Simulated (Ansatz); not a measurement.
The starting structures come from a database of crystals and need not be the phases stable at ambient conditions.

The decay constant κ of evanescent states in the gap governs leakage through a thin film.

Data:

```
La2C2N4O
1.0
    6.14068     0.00000     0.00000
   -1.72799     7.27780     0.00000
    0.00000     2.71013     5.66593
La C N O
4 4 8 2
Direct
  0.42452   0.79946   0.31531
  0.57548   0.20054   0.68469
  0.07548   0.20054   0.11477
  0.92452   0.79946   0.88523
  0.38852   0.69486   0.87877
  0.61148   0.30514   0.12123
  0.11148   0.30514   0.57363
  0.88852   0.69486   0.42637
  0.03101   0.81568   0.47496
  0.96899   0.18432   0.52504
  0.46899   0.18432   0.29064
  0.53101   0.81568   0.70936
  0.75355   0.41694   0.95019
  0.24645   0.58306   0.04981
  0.74645   0.58306   0.36713
  0.25355   0.41694   0.63287
  0.75000   0.00000   0.02610
  0.25000   0.00000   0.97390
```

Space group of this cell: C2/c. The cell is taken as given; by r2SCAN its mean pressure is -2.4 GPa.

Transport runs along the normal of the first two printed cell vectors.

The gap is the functional's own, uncorrected, and κ follows it; spin-orbit coupling is left out. Mid-gap values are interpolated between the computed energies.

### Question
Estimate the band gap and the smallest decay constant κ at mid-gap that r2SCAN (Ansatz, an electronic-structure program) returns for this system.

### Answer
Gap 3.68 eV on a 6×6×6 mesh; κ = 0.478 1/Å, at (0.000, 0.500) of the in-plane reciprocal vectors. At the zone centre, at the nearest computed energy, the slowest state has κ = 0.49 1/Å.
